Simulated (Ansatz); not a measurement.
The starting structures come from a database of crystals and need not be the phases stable at ambient conditions.

 Where the default PAW files enter, the runs use the earlier of Ansatz's two default sets.

By LDA and PBEsol, the system below comes out a metal.

Given:

```
YGe
1.0
    3.95460     0.00000     0.00000
    0.00000     5.77393     0.00000
    0.00000    -1.58820     3.97718
Y Ge
2 2
Cartesian
  2.96595   2.80522   3.42590
  0.98865   1.38051   0.55128
  2.96595   0.04630   2.32418
  0.98865   4.13943   1.65299
```

Space group of this cell: Cmcm. The cell is taken as given; by PBEsol its mean pressure is -2.5 GPa.

The current runs along the normal of the first two printed vectors. All runs by Ansatz (an electronic-structure program), plane waves and PAW, without spin-orbit coupling; the base is PBEsol.

```csv
run,mean pressure (GPa),"G/A, both spins (10¹⁵ S/m²)"
base,-2.5,0.20
all lengths scaled by 0.98,2.8,0.21
all lengths scaled by 1.02,-6.5,0.20
lda in place of pbesol,-4.8,0.20
"lengths across the current scaled by 0.98, ions clamped",0.9,0.19
"lengths across the current scaled by 1.02, ions clamped",-5.2,0.21
"lengths along the current scaled by 0.97, ions clamped",0.1,…
"lengths along the current scaled by 1.03, ions clamped",-4.7,0.19
```

Problem. What belongs in the gaps?

Solution. 
- lengths along the current scaled by 0.97, ions clamped, G/A, both spins (10¹⁵ S/m²): 0.23
